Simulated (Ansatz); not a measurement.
BiTe (Fm-3m, No. 225, 2 atoms in the cell; start mp-567362; a measured phase of this formula has another space group): properties by level of theory

| level (code) | lattice constant a (Å) | cohesive energy (eV/atom) |
|---|---|---|
| LDA (Ansatz) | 6.351 | 3.45 |
| PBE (Ansatz) | 6.504 | 2.54 |
| PBEsol (Ansatz) | 6.397 | 2.94 |
| PBE-D3(BJ) (Ansatz) | 6.407 | 3.00 |

Caveats: the relaxation could not lower the start's symmetry, so the cell can be a saddle point above a distorted one (LDA, PBE, PBEsol, PBE-D3(BJ)). Ansatz's density-functional and Hartree–Fock values are scalar-relativistic unless marked +SOC, with PAW data made under PBE.

Free atoms are spin-polarised, in the lowest state found; at levels without +SOC their spin–orbit coupling is left out.

The computed numbers hold no vibrational or temperature effects.

A start named mp-… is a Materials Project structure, which need not be a measured phase.

Ansatz is a quantum-chemistry and plane-wave program.
